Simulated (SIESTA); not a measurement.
Input and output of a self-consistent single point for Be (P6_3/mmc, 4 atoms in the cell) (SIESTA).

Method of the run: SIESTA 5.4.2 with GGA PBE, numerical atomic orbitals DZP, PseudoDojo PBE standard norm-conserving potentials (rewritten from UPF to PSML).

The change in words: lattice scaled by 0.98. Reference geometry:
```
Be
1.0
    2.31973     0.00000     0.00000
   -1.15986     2.00894     0.00000
    0.00000     0.00000     7.46374
Be
4
Direct
  0.00000   0.00000   0.00000
  0.00000   0.00000   0.50000
  0.33333   0.66667   0.25000
  0.66667   0.33333   0.75000
```

Reference input (self-consistent single point, DFT, GGA PBE, numerical atomic orbitals DZP, PseudoDojo PBE standard norm-conserving potentials (rewritten from UPF to PSML)): XC.functional = GGA; XC.authors = PBE; potentials = PseudoDojo PBE standard; PAO.BasisSize = DZP; PAO.EnergyShift = 0.005 Ry; MeshCutoff = 300 Ry; kgrid.MonkhorstPack = 16 16 5; OccupationFunction = MP; OccupationMPOrder = 0; ElectronicTemperature = 136 meV; PAO.Polarization.NonPerturbative = true; MaxSCFIterations = 150. This run's input differs from it in these lines:

```diff
@@ -9,7 +9,7 @@
 %endblock ChemicalSpeciesLabel
-LatticeConstant              2.319728 Ang
+LatticeConstant              2.273333 Ang
 %block LatticeVectors
      1.000000000    0.000000000    0.000000000
-    -0.500000000    0.866025241    0.000000000
-     0.000000000    0.000000000    3.217506535
+    -0.500000220    0.866025347    0.000000000
+     0.000000000    0.000000000    3.217507070
 %endblock LatticeVectors
@@ -18,5 +18,5 @@
      0.000000000    0.000000000    0.000000000  1
-     0.000000000    0.000000000    3.731870000  1
-    -0.000001160    1.339296003    1.865935000  1
-     1.159865160    0.669646997    5.597805000  1
+     0.000000000    0.000000000    3.657232500  1
+    -0.000001470    1.312509990    1.828616250  1
+     1.136667470    0.656254010    5.485848750  1
 %endblock AtomicCoordinatesAndAtomicSpecies
```

Log, with long lists cut:

```
        iscf     Eharris(eV)        E_KS(eV)     FreeEng(eV)     dDmax    Ef(eV) dHmax(eV)
   scf:    1    -1451.696224    -1517.594913    -1517.596756  0.850409-15.185867  0.405914
   scf:    2    -1517.595200    -1517.595058    -1517.596910  0.002036-15.184184  0.359798
   scf:    3    -1517.595741    -1517.595471    -1517.597382  0.014974-15.171262  0.061557
   scf:    4    -1517.595506    -1517.595489    -1517.597399  0.000653-15.170111  0.041058
   scf:    5    -1517.595564    -1517.595533    -1517.597433  0.001442-15.167659  0.003115
   [... 5 lines left out ...]
   scf:   11    -1517.595535    -1517.595535    -1517.597433  0.000014-15.167408  0.000402
   scf:   12    -1517.595535    -1517.595535    -1517.597433  0.000012-15.167407  0.000369
   scf:   13    -1517.595535    -1517.595535    -1517.597433  0.000011-15.167406  0.000338
   scf:   14    -1517.595535    -1517.595535    -1517.597433  0.000010-15.167406  0.000309
SCF Convergence by DM+H criterion
max |DM_out - DM_in|         :     0.0000097495
max |H_out - H_in|      (eV) :     0.0003090946
SCF cycle converged after 14 iterations

Using DM_out to compute the final energy and forces

siesta: E_KS(eV) =            -1517.5955

siesta: E_KS - E_eggbox =     -1517.5955

siesta: Atomic forces (eV/Ang):
     1    0.000000    0.000000    0.000000
     2    0.000000    0.000000   -0.000000
     3    0.000100   -0.000057   -0.000000
     4   -0.000100    0.000057   -0.000000
   Tot    0.000000    0.000000   -0.000000
   Max    0.000100
   Res    0.000047    sqrt( Sum f_i^2 / 3N )
   Max    0.000100    constrained

Stress tensor Voigt[x,y,z,yz,xz,xy] (kbar):       25.55       26.55       50.48        0.00        0.00        0.86
(Free)E + p*V (eV/cell)    -1518.2962
   [... lines left out ...]
siesta: FreeEng =     -1517.597433
   [... lines left out ...]
siesta:     0.015949    0.000540    0.000000
siesta:     0.000540    0.016573    0.000000
siesta:     0.000000    0.000000    0.031509

siesta: Cell volume =         32.737030 Ang**3

siesta: Pressure (static):
siesta:                Solid            Molecule  Units
siesta:          -0.00023246         -0.00023244  Ry/Bohr**3
siesta:          -0.02134348         -0.02134194  eV/Ang**3
siesta:         -34.19601755        -34.19355968  kBar
```

The run converged in 14 iterations. Against the reference run the free energy falls by 23.2 meV/atom and the pressure goes from -10.85 to -3.42 GPa.

The starting cell was generated: these elements placed on a structure prototype, without a prior relaxation; it need not be a known phase or ordering of this composition. Its lattice was rescaled by a random factor within 2.5 % of one. For this run, on top of that: lattice scaled by 0.98. Values carry the incompleteness of an atom-centred basis. With a pressure of about -3 GPa the cell is away from its equilibrium volume at this level.

Cost on one core of a shared machine: roughly 70 s.
